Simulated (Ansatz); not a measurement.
**Input and output of a self-consistent single point for BN (R3m, 2 atoms in the cell) (Ansatz, an electronic-structure program)**

Method: LDA (PW92), default PAW files made with PBE (plane waves; Ansatz).

Input as run:

Ansatz 0.2 input:
```yaml
crystal:
  lattice:
    - [1.247367, 0.720167, 3.362814]
    - [-1.247367, 0.720167, 3.362814]
    - [0.000000, -1.440335, 3.362814]
  atoms:
    - { symbol: B, position: [0.999670, 0.999670, 0.999670] }
    - { symbol: N, position: [0.332763, 0.332763, 0.332763] }
basis:
  ecutwfc: 420.0 eV
kpoints:
  mp_grid: { grid: [12, 12, 12] }
hamiltonian:
  xc: lda
  pseudopotentials: { kind: paw }
scf:
  occupations: { method: fixed }
output:
  forces: true
  eigenvalues: true
  stress: true
```

Log, with long lists cut:

```
WARN ansatz: RAYON_NUM_THREADS=1 ignored (pool sized by the plan → 1); use --threads N
basis.fft_grid_basis auto: the FFT boxes are laid along the combinations [[1, 0, -1], [0, 1, -1], [0, 0, 1]] of the cell's own vectors, 2.495, 2.495 and 3.658 …
Pseudopotentials: kind: paw
Pseudopotential: B, paw, valence charge 3
Pseudopotential: N, paw, valence charge 5
Crystal: 2 atoms, lattice volume = 18.125 Å³
Basis set: ecut = 420 eV, 347 PW (Γ), FFT grids on a1−a3, a2−a3, a3
Bands: 8, of which v1, the nominal top of the filled ones, is band 4 counted from 1 (3 counted from 0)
Symmetry: 6 space group operations
Space group: R3m (ITA 160), of the structure as read, at distance tolerance 2.6e-5 Å
k-points: 189 of 1728 (time reversal used)
PAW frozen core: B, regenerated for the run's functional, and the local potential with it
PAW frozen core: N, regenerated for the run's functional, and the local potential with it
Initial density: superposition of atomic densities (neutral atoms: chi_scale 0, normalization atom), corrected by the library's trained network
Initial wavefunctions: pseudopotential atomic-orbital guess
Eigensolver: davidson
Functional: x = slater, c = lda
SCF iter   1: F=—  HF=-526.348314 eV  |F-HF|=—  |Δ(HF+E_count)|=         —  Δρ=8.91e-3  dr2=1.31e-2  ethr=1.77e-3  ⟨swp⟩=3.9  Hψ=8464  notcnv=0  defer=316
all-band conjugate gradients solve this SCF's bands
preconditioner: auto → none
SCF iter   2: F=—  HF=-526.345403 eV  |F-HF|=—  |Δ(HF+E_count)|=   2.91e-3  Δρ=4.25e-3  dr2=1.50e-3  ethr=1.64e-4  ⟨swp⟩=2.4  Hψ=3564  notcnv=0  defer=371
SCF iter   3: F=—  HF=-526.344972 eV  |F-HF|=—  |Δ(HF+E_count)|=   4.30e-4  Δρ=1.60e-3  dr2=1.92e-4  ethr=1.88e-5  ⟨swp⟩=2.2  Hψ=2469  notcnv=0  defer=371
SCF iter   4: F=—  HF=-526.344929 eV  |F-HF|=—  |Δ(HF+E_count)|=   4.29e-5  Δρ=2.43e-4  dr2=5.17e-6  ethr=2.39e-6  ⟨swp⟩=1.0  Hψ=1512  notcnv=0  defer=201
SCF iter   5: F=—  HF=-526.344928 eV  |F-HF|=—  |Δ(HF+E_count)|=   7.96e-7  Δρ=2.94e-5  dr2=7.02e-8  ethr=6.46e-8  ⟨swp⟩=2.2  Hψ=2238  notcnv=0
SCF iter   6: F=-526.344928 eV  HF=-526.344928 eV  |F-HF|=4.51e-9  |Δ(HF+E_count)|=   8.96e-9  Δρ=1.09e-5  dr2=7.51e-9  ethr=8.78e-10  ⟨swp⟩=3.8  Hψ=7882  notcnv=0
SCF 1 converged in 6 iterations: F = -526.344928 eV  dr2 = 7.51e-9
SCF converged after 6 iterations
Free energy (F): -526.344928 eV
Harris-Foulkes:  -526.344928 eV  (|F-HF|=4.51e-9)
Internal energy: -526.344928 eV  (E = F + TS)
E sigma→0 (E₀):  -526.344928 eV
Fermi energy:    4.364651 eV
--- Per-component energies (eV) ---
  E_band       = -21.638796
  E_kinetic    = 183.321751
  E_local      = -354.955053  (includes V_loc(G=0)·N_el)
  E_nonlocal   = 59.961572
  E_hartree    = 114.045424
  E_xc         = -91.118963
  E_vxc        = -113.625957  (∫ρ·V_xc dr)
  E_paw        = -191.802804  (= ΣΔE_a)
  E_vpaw       = -24.431473  (= ΣTr[D̂ρ^β])
  E_aug_tail   = 0.000092  (compensation charges beyond the density's cutoff)
  E_ewald      = -245.922825
  E_core_change = 0.125878  (= ΣΔE_core)
  E_smearing   = -0.000000  (= −TS)
  E_closure    = -0.000000  (closes the sum)
  Σ components = -526.344928   (vs F -526.344928, Δ=0.00e0)
--- Forces (eV/Å), atoms counted from 1 ---
  atom   1  B      0.00000000     0.00000000    -0.00133688
  atom   2  N      0.00000000    -0.00000000     0.00142684
  max |Σ_I F_I| component: 9.00e-5 eV/Å
--- Stress (GPa, compression-positive) ---
       -2.714469      -0.000000      -0.000000
        0.000000      -2.714469      -0.000000
        0.000000      -0.000000      -0.908686
  P = ⅓ Tr σ = -2.1125 GPa (-21.125 kbar)
  The stress holds the Pulay correction. Without it, at fixed plane waves, as pw.x and ABINIT print it: P = -2.8687 GPa
--- Band table (eV; the first three rows and the last of 189) ---
  k-point 0: bands = ["-13.2548", "0.1297", "3.0857", "3.0857", "9.2351", "16.0351", "16.0351", "17.4320"]
  k-point 1: bands = ["-13.1159", "0.2795", "2.5250", "2.8247", "9.5146", "15.9635", "16.6290", "16.9659"]
  k-point 2: bands = ["-12.7067", "0.7153", "1.1235", "2.1904", "10.2575", "15.6525", "15.8927", "18.2412"]
  k-point 188: bands = ["-12.9719", "-1.9299", "3.0680", "3.0680", "14.2496", "15.9623", "15.9623", "16.8438"]
```

The run converged in 6 iterations.

The starting cell comes from a database of computed structures (which also holds hypothetical and non-ambient phases and stackings), without a prior relaxation at this level. Its lattice was rescaled by up to half a per cent. Ansatz's pressure includes its estimate of the finite-basis (Pulay) stress. Without the estimate this run gives -2.87 GPa.
